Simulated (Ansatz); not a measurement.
# Fermi-surface data of Cr2C (P-3m1)

Here is the system:

```xyz
3
Lattice="2.7967 0.0000 0.0000 -1.3984 2.4220 0.0000 0.0000 0.0000 4.2170" Properties=species:S:1:pos:R:3 pbc="T T T"
Cr     1.3984     0.8073     1.0416
Cr     0.0000     1.6147     3.1754
C      0.0000     0.0000     2.1085
```

These are r2SCAN, rigid bands (plane waves, PAW, scalar-relativistic; Ansatz, a quantum-chemistry and plane-wave program) values and carry that method's errors. Condition of this run: functional r2SCAN on the same cell. Cell: cell and atoms relaxed with PBEsol.

```
Quantity                                                                  Value
------------------------------------  -----------------------------------------
density of states at the Fermi level          2.03 states/(eV·cell), both spins
bare Sommerfeld coefficient                           1.59 mJ/(mol of atoms·K²)
Drude plasma energy                                5.2 (x), 5.2 (y), 6.5 (z) eV
root-mean-square Fermi velocity                                       4.2e5 m/s
resistivity times τ                   18.0 (x), 18.0 (y), 11.7 (z) ×10⁻²² Ω·m·s
```

A metal at this level (no band gap); rigid bands, thermally averaged at 300 K, both spins. Spin-orbit coupling is left out. τ is one relaxation time for all states.

Computed structure with no diffraction record at hand here (it may be known, metastable or hypothetical): Cr2C (P-3m1). Treated as nonmagnetic (a ferromagnetic start lost its moment, other orders weren't tried): Cr2C (P-3m1).
